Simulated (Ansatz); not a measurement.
Input and output of a self-consistent single point for LuAg4 (I4, 5 atoms in the cell) (Ansatz, a first-principles code).

Level of theory: PBEsol, default PAW files made with PBE (plane waves; Ansatz).

The change in words: lattice scaled by 0.98; basis.ecutwfc: 420 eV → 1010 eV. Reference geometry:
```
LuAg4
1.0
   -3.31879     3.31879     2.07391
    3.31879    -3.31879     2.07391
    3.31879     3.31879    -2.07391
Lu Ag
1 4
Direct
  0.01205   0.01205   0.00000
  0.59819   0.80284   0.40103
  0.40181   0.19716   0.59897
  0.80284   0.40181   0.20465
  0.19716   0.59819   0.79535
```

Reference input (self-consistent single point, DFT, PBEsol, plane waves, default PAW files made with PBE): basis.ecutwfc = 420 eV; kpoints.mp_grid.grid = 5 5 5; hamiltonian.xc = pbesol; hamiltonian.pseudopotentials = {kind: paw} (the program's default PAW files); scf.occupations.method = gaussian; scf.occupations.width = 0.1 eV. This run's input differs from it in these lines:

Ansatz 0.2 input:
```diff
@@ -3,5 +3,5 @@
   lattice:
-    - [-3.318788, 3.318788, 2.073908]
-    - [3.318788, -3.318788, 2.073908]
-    - [3.318788, 3.318788, -2.073908]
+    - [-3.252412, 3.252412, 2.032430]
+    - [3.252412, -3.252412, 2.032430]
+    - [3.252412, 3.252412, -2.032430]
   atoms:
@@ -13,3 +13,3 @@
 basis:
-  ecutwfc: 420.0
+  ecutwfc: 1010.0
 kpoints:
```

Output, abridged:

```
SCF iter   1: F=—  HF=-44701.610598 eV  |F-HF|=—  |Δ(HF+E_count)|=         —  Δρ=9.77e-3  dr2=8.04e-2  ethr=1.77e-3  ⟨swp⟩=5.1  Hψ=5256  notcnv=0  defer=3
all-band conjugate gradients solve this SCF's bands
preconditioner: auto → Kerker (q_TF=auto, 2.802 Å⁻¹)
SCF iter   2: F=—  HF=-44701.587086 eV  |F-HF|=—  |Δ(HF+E_count)|=   2.35e-2  Δρ=2.36e-3  dr2=4.43e-3  ethr=7.96e-5  ⟨swp⟩=2.5  Hψ=2534  notcnv=0  defer=12
   [... lines left out ...]
SCF iter   4: F=—  HF=-44701.586026 eV  |F-HF|=—  |Δ(HF+E_count)|=   6.38e-5  Δρ=6.13e-4  dr2=2.00e-4  ethr=7.18e-7  ⟨swp⟩=2.0  Hψ=2169  notcnv=0  defer=12
SCF iter   5: F=—  HF=-44701.585926 eV  |F-HF|=—  |Δ(HF+E_count)|=   1.00e-4  Δρ=2.38e-4  dr2=4.16e-5  ethr=1.98e-7  ⟨swp⟩=2.0  Hψ=2089  notcnv=0  defer=12
SCF iter   6: F=—  HF=-44701.586106 eV  |F-HF|=—  |Δ(HF+E_count)|=   1.80e-4  Δρ=5.59e-5  dr2=3.28e-6  ethr=4.12e-8  ⟨swp⟩=2.1  Hψ=2015  notcnv=0  defer=12
SCF iter   7: F=-44701.586105 eV  HF=-44701.586105 eV  |F-HF|=2.06e-8  |Δ(HF+E_count)|=   7.99e-7  Δρ=9.00e-6  dr2=6.03e-8  ethr=9.90e-11  ⟨swp⟩=10.1  Hψ=8752  notcnv=0
SCF 1 converged in 7 iterations: F = -44701.586105 eV  dr2 = 6.03e-8
Free energy (F): -44701.586105 eV
Internal energy: -44701.578452 eV  (E = F + TS)
E sigma→0 (E₀):  -44701.582278 eV
Entropy (-TS):   -0.007653 eV (-1.531 meV/atom)
Fermi energy:    18.731975 eV
--- Forces (eV/Å), atoms counted from 1 ---
  atom   1  Lu     0.00000000    -0.00000000    -0.43151096
  atom   2  Ag     0.05856146    -0.02383195     0.10787066
  atom   3  Ag    -0.05856146     0.02383195     0.10787066
  atom   4  Ag     0.02383195     0.05856146     0.10787066
  atom   5  Ag    -0.02383195    -0.05856146     0.10787066
--- Stress (GPa, compression-positive) ---
        5.384292      -0.000001       0.000000
        0.000001       5.384292       0.000000
        0.000000       0.000000       6.045181
  P = ⅓ Tr σ = 5.6046 GPa (56.046 kbar)
  The stress holds the Pulay correction. Without it, at fixed plane waves, as pw.x and ABINIT print it: P = 5.6031 GPa
```

The run converged in 7 iterations. Against the reference run the free energy goes up by 10.9 meV/atom, the pressure goes from -1.48 to 5.60 GPa and the largest force goes from 0.359 to 0.432 eV/Å.

The starting cell comes from a database of computed structures (which also holds hypothetical and non-ambient phases and stackings), without a prior relaxation at this level. Its lattice was rescaled by up to half a per cent. One atom was moved a little off its site on purpose. For this run, on top of that: lattice scaled by 0.98. Ansatz's pressure includes its estimate of the finite-basis (Pulay) stress.

Cost on one core of a shared machine: roughly 30 s.
